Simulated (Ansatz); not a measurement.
Amorphous Hf₁₈O₄₁P₂, 61 atoms at 8.28 g/cm³, one PBE-relaxed geometry, zone centre. Methods: PBE, scalar-relativistic without spin-orbit coupling (Ansatz, a quantum-chemistry and plane-wave program); r2SCAN, scalar-relativistic without spin-orbit coupling (Ansatz); HSE06, scalar-relativistic without spin-orbit coupling (Ansatz). Plane waves to 420 eV (r2SCAN 500 eV); exact exchange is cut at the cell's faces. At PBE the levels at the filled edge of the gap are localised (band-tail or defect states), and the nearest spread-out levels lie 4.2 eV apart at the zone centre. All rungs ran without spin polarisation.

It comes from a melt-quench run on a machine-learned potential (CHGNet), relaxed afterwards by DFT. O atoms were pushed apart under 1.9 Å during the dynamics, to hinder bonds among them. The hot cell started wider than the set density and was brought back towards it in steps. It is the lowest in DFT energy of 2 quenches. It is a model cell: composition and starting density were chosen by hand, and all elements were melted together. No dispersion term was used. Its density started from a set value of 8.17 and ended at 8.28 g/cm³. Cooling (nominally 450 K/ps over its main leg) ran many orders faster than in experiment, which tends to leave more defects and strain. Values belong to this one cell and scatter from quench to quench. Volume and shape were free in the relaxation. On a 2×2×2 Γ-centred mesh force components of up to 0.12 eV/Å stay, since the relaxation ran on the zone centre alone.

The relaxation ran on the zone centre alone. At PBE the level gap is 3.83 eV on a 2×2×2 Γ-centred mesh, and the spacing at the zone centre alone 3.92 eV.

What zone-centre spacing does r2SCAN give, roughly?

4.39 eV (+0.46 eV against PBE).

What zone-centre spacing does HSE06 give, roughly?

5.55 eV (+1.62 eV against PBE).

The highest filled and the lowest empty state spread over these numbers of atoms (participation numbers): PBE: 3.5 and 14.7; r2SCAN: 3.4 and 14.1; HSE06: 3.7 and 14.9.
